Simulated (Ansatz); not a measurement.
System: cubic perovskite KMgF₃. Method: G0W0@HSE06 (hard PAW, contour deformation; Ansatz, an electronic-structure program).

The cell has the measured lattice parameters. Conventional cell: a = 3.9897 Å, b = 3.9897 Å, c = 3.9897 Å, α = 90.00°, β = 90.00°, γ = 90.00°.

One run with a 6×6×6 mesh, response cutoff 100 eV and 265 empty bands, not extrapolated in mesh or basis; no spin–orbit coupling.

Highest filled and lowest empty level by k point (fractions of the reciprocal vectors of the cell (3.990 0.000 0.000) (0.000 3.990 0.000) (0.000 0.000 3.990) Å; eV from the valence maximum of each method):

```csv
k,HSE06 filled,HSE06 empty,QP filled,QP empty
0 0 0,-0.30,9.54,-0.32,12.08
0 0 0.167,-0.36,10.03,-0.39,12.63
0 0 -0.5,-0.53,12.41,___,___
0 0.167 0.333,-0.40,11.58,-0.45,14.34
0.167 0.167 0.333,-0.39,11.84,-0.45,14.62
0.333 0.333 0.333,-0.17,12.77,-0.20,15.69
0.333 -0.5 -0.5,0.00,12.99,___,___
-0.5 -0.5 -0.5,0.00,12.86,0.00,15.87
```

Task: Estimate the withheld levels to about 0.1 eV.

Result: 
- 0 0 -0.5, QP filled: -0.59
- 0 0 -0.5, QP empty: 15.26
- 0.333 -0.5 -0.5, QP filled: -0.01
- 0.333 -0.5 -0.5, QP empty: 16.06

Note: GW on a hybrid start was not checked against another program; cell and atoms aren't relaxed at this level.
